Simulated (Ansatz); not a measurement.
The starting structures come from a database of crystals and need not be the phases stable at ambient conditions.

**Evanescent states of K2LiInF6 (Fm-3m, not sure to be the ambient phase, 10 atoms a cell, 14.8 Å³ an atom, -4 GPa at this level) along the normal of (111)**

The numbers are results of r2SCAN (plane waves, PAW; Ansatz, a program for electronic structure), not measurements.

The gap is the functional's own. No spin-orbit coupling. Mid-gap values are interpolated on the energy grid.

Energies count from the valence-band top; κ is the least over a 6×6 mesh across the current.

| E (eV) | κ (1/Å) | where |
|---|---|---|
| 0.14 | 0.239 | Γ |
| 0.42 | 0.364 | Γ |
| 0.70 | 0.429 | Γ |
| 0.98 | 0.462 | Γ |
| 1.26 | 0.486 | Γ |
| 1.54 | ? | Γ |
| 1.82 | ? | Γ |
| 2.10 | ? | Γ |
| 2.38 | ? | Γ |
| 2.66 | ? | Γ |
| 2.94 | ? | Γ |
| 3.22 | ? | Γ |
| 3.50 | ? | Γ |
| 3.78 | ? | Γ |
| 4.06 | ? | Γ |
| 4.34 | ? | Γ |
| 4.62 | ? | Γ |
| 4.90 | 0.408 | Γ |
| 5.18 | 0.369 | Γ |
| 5.46 | 0.319 | Γ |
| 5.74 | 0.251 | Γ |
| 6.02 | 0.133 | Γ |

### Question
Some entries are withheld; supply them.

### Answer

- 1.54, κ (1/Å): 0.503
- 1.82, κ (1/Å): 0.516
- 2.10, κ (1/Å): 0.524
- 2.38, κ (1/Å): 0.529
- 2.66, κ (1/Å): 0.529
- 2.94, κ (1/Å): 0.527
- 3.22, κ (1/Å): 0.521
- 3.50, κ (1/Å): 0.512
- 3.78, κ (1/Å): 0.500
- 4.06, κ (1/Å): 0.484
- 4.34, κ (1/Å): 0.463
- 4.62, κ (1/Å): 0.438
